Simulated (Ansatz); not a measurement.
The starting structures come from a database of crystals and need not be the phases stable at ambient conditions.

By PBEsol, the system below comes out a metal.

Consider the following.

```
Ni3Sn
1.0
    4.49737     0.00000     0.00000
    0.00000     5.27822     0.00000
    0.00000     0.00000     4.22470
Ni Sn
6 2
Direct
  0.16895   0.74815   0.50000
  0.16895   0.25185   0.50000
  0.83105   0.75185   0.00000
  0.83105   0.24815   0.00000
  0.30430   0.50000   0.00000
  0.69570   0.00000   0.50000
  0.67031   0.50000   0.50000
  0.32969   0.00000   0.00000
```

Space group of this cell: Pmmn. The cell is taken as given; by PBEsol its mean pressure is -1.7 GPa.

The current flows along the normal of the first two printed cell vectors. No spin-orbit coupling; the value is a mean over 0.1 eV about the Fermi level.

Question: Give the ballistic conductance per area that PBEsol in Ansatz (a quantum-chemistry and plane-wave program) yields.

Answer: 0.78 × 10¹⁵ S/m² for both spins.
